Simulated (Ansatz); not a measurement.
Start from PbO₂ in the rutile structure (space group P4_2/mnm, No. 136; a = 4.9983 Å, c = 3.4115 Å). Axes: x, y, z lie along a, b, c of the conventional cell.

All numbers come from PBEsol/PAW in Ansatz (a first-principles code), no spin-orbit coupling.

Strains are applied to the cell and any free atomic positions relax.

One change was made to it. Results:

```tsv
quantity	base	after
pressure (mean of the normal stresses, compression positive)	0.0 GPa	1.0 GPa
energy relative to the base (free energy F)	0 meV/atom	+0.5 meV/atom
band gap	zero	zero
```

Task: What was done to the base?
(A) uniaxial strain ε_zz = −0.60 %
(B) uniaxial strain ε_zz = −3.00 %
(C) uniaxial strain ε_zz = −2.40 %
(D) uniaxial strain ε_zz = −1.80 %

Result: A, uniaxial strain ε_zz = −0.60 %. For comparison, the energy relative to the base in the other runs: uniaxial strain ε_zz = −2.40 % gives +7.1 meV/atom; uniaxial strain ε_zz = −1.80 % gives +4.0 meV/atom; uniaxial strain ε_zz = −3.00 % gives +11 meV/atom.

The mesh was chosen for an insulator and is coarse for the gapless case. With Pb present, leaving out spin-orbit coupling can change the band edges. Whether these cells are dynamically stable was not tested. All final runs are without spin polarisation. Gaps under 0.05 eV, about the width of the smearing, are given as zero. The zero or small gap of PbO2 can change with the level of theory.
